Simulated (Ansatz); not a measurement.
# CdSe₂ (Pa-3, No. 205, 12 atoms in the cell; start mp-1095493)

These are PBEsol+SOC in Ansatz (PAW) values and carry that method's errors.

Run with plane-wave cutoff 520 eV, 4×4×4 k mesh, Fermi–Dirac smearing 0.01 eV, PAW data made under PBE.

Cell (relaxed with PBEsol):

```cif
data_Cd4Se8
_chemical_formula_sum 'Cd4 Se8'
_space_group_name_H-M_alt 'P 1'
_space_group_IT_number 1
_cell_length_a 6.60479
_cell_length_b 6.60479
_cell_length_c 6.60479
_cell_angle_alpha 90.000
_cell_angle_beta 90.000
_cell_angle_gamma 90.000
loop_
_space_group_symop_operation_xyz
  'x, y, z'
loop_
_atom_site_label
_atom_site_type_symbol
_atom_site_fract_x
_atom_site_fract_y
_atom_site_fract_z
_atom_site_occupancy
Cd1 Cd 0.50000 0.50000 0.00000 1
Cd2 Cd 0.00000 0.50000 0.50000 1
Cd3 Cd 0.00000 0.00000 0.00000 1
Cd4 Cd 0.50000 0.00000 0.50000 1
Se1 Se 0.10392 0.89608 0.39608 1
Se2 Se 0.89608 0.10392 0.60392 1
Se3 Se 0.39608 0.10392 0.89608 1
Se4 Se 0.60392 0.89608 0.10392 1
Se5 Se 0.60392 0.60392 0.60392 1
Se6 Se 0.39608 0.39608 0.39608 1
Se7 Se 0.89608 0.39608 0.10392 1
Se8 Se 0.10392 0.60392 0.89608 1
```

```yaml
band_gap: 0.55 eV (indirect)
smallest_direct_gap_on_the_k_points_sampled: 0.74 eV
direct gap at Γ: 1.07 eV
```

Static lattice: no zero-point or thermal effects.

A start named mp-… is a Materials Project structure, which need not be a measured phase.

Ansatz is a program for electronic structure.
